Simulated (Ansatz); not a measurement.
**Cost against accuracy: basis.ecutwfc for SrIn4Pd (Cmcm, 12 atoms in the cell)**

Cell: a = 8.8972 Å, b = 8.8972 Å, c = 7.5225 Å, α = 90.00°, β = 90.00°, γ = 150.07°.

Level of theory: LDA (PW92), default PAW files made with PBE (plane waves; Ansatz, a quantum-chemistry and plane-wave program).

Base settings: basis.ecutwfc = 420 eV; kpoints.mp_grid.grid = 6 6 4; hamiltonian.xc = lda; hamiltonian.pseudopotentials = {kind: paw} (the program's default PAW files); scf.occupations.method = cold; scf.occupations.width = 0.1 eV.

Misses are taken against the tightest run, 840 eV, which need not be fully converged itself. The energy is the free energy per atom.

The count of work is k-points × plane waves × bands × iterations; it is no time, and leaves out set-up, grids and terms that scale otherwise. Core times come from one kind of shared machine and are given to one figure; runs under 30 s give none.

Ansatz's pressure holds its estimate of the finite-basis (Pulay) stress, which hides part of the cutoff error; the uncorrected pressure shows it.

The starting cell comes from a database of computed structures (which also holds hypothetical and non-ambient phases and stackings), without a prior relaxation at this level. Spin polarisation is off. In the base run, with a pressure of about -4 GPa the cell is away from its equilibrium volume at this level. Ansatz's pressure includes its estimate of the finite-basis (Pulay) stress.

The runs (basis.ecutwfc): 170 eV | 210 eV | 250 eV | 295 eV | 335 eV | 380 eV | 420 eV | 485 eV | 545 eV | 630 eV | 735 eV | 840 eV.

Which is the coarsest setting among those run that, with all tighter ones, holds the energy within 20 meV/atom of the reference, and what does it save?

335 eV, off by 12 meV/atom; it needs 0.25 of the reference's count of work and about 0.4 of the reference's time.

Which is the coarsest setting among those run that, with all tighter ones, holds the energy within 5 meV/atom of the reference, and what does it save?

380 eV, off by 1.8 meV/atom; it needs 0.30 of the reference's count of work and about 0.4 of the reference's time.

What does the step from 295 eV to 630 eV buy?

It takes the miss in the energy from 110 to 0.18 meV/atom, for 3.1 times the count of work and roughly 3 times the time.

| basis.ecutwfc | energy less reference (meV/atom) | pressure less reference (GPa) | largest difference in the force on any atom (eV/Å) | uncorrected pressure less reference (GPa) | count of work / reference | core time / reference (rough) |
|---|---|---|---|---|---|---|
| 170 eV | 22722.08 | -6.36 | 1.302 | -611.02 | 0.12 | – |
| 210 eV | 5045.95 | -1.47 | 0.437 | -179.42 | 0.16 | 0.2 |
| 250 eV | 958.50 | 0.96 | 0.136 | -44.85 | 0.19 | 0.3 |
| 295 eV | 110.48 | 0.04 | 0.041 | -7.24 | 0.21 | 0.3 |
| 335 eV | 11.80 | 0.03 | 0.006 | -0.96 | 0.25 | 0.4 |
| 380 eV | 1.83 | 0.01 | 0.002 | -0.04 | 0.30 | 0.4 |
| 420 eV | 1.19 | 0.01 | 0.001 | -0.01 | 0.36 | 0.5 |
| 485 eV | 0.69 | 0.00 | 0.000 | 0.00 | 0.44 | 0.7 |
| 545 eV | 0.53 | 0.00 | 0.000 | -0.01 | 0.52 | 0.7 |
| 630 eV | 0.18 | 0.00 | 0.000 | -0.01 | 0.65 | 1.0 |
| 735 eV | 0.05 | 0.00 | 0.000 | 0.00 | 0.83 | 1 |
| 840 eV | 0.00 | 0.00 | 0.000 | 0.00 | 1.0 | 1 |

Keys are those of Ansatz 0.2.
